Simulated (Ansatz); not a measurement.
The parent structure is SiS2 (space group Ibam, No. 72; a = 6.019 Å, b = 9.396 Å, c = 5.545 Å; made of chains).

The values are results of PBEsol (Ansatz, a quantum-chemistry and plane-wave program; PAW; 420 eV plane waves; no spin-orbit coupling), not measurements.

Base values:

| Quantity | Value |
|---|---|
| Volume per atom | 26.13 Å³ |

One thing is altered: cell and atoms relaxed at a pressure of 9 GPa.

### Question
What happens to the volume per atom and electron mass?

### Answer
The volume per atom drops by 8.02 Å³, from 26.13 Å³ to 18.11 Å³; the electron mass amounts to 0.58 mₑ along a, 0.28 mₑ along b, 0.66 mₑ along c (at Γ).

The levels and masses belong to the bands next to the band gap. Load acts through the strain it causes; cell and atoms are relaxed under it. Effective masses come from finite differences of ±0.01 Å⁻¹. No phonon test of stability was made. No other phases were tried under pressure. No dispersion term is included in the PBEsol runs.
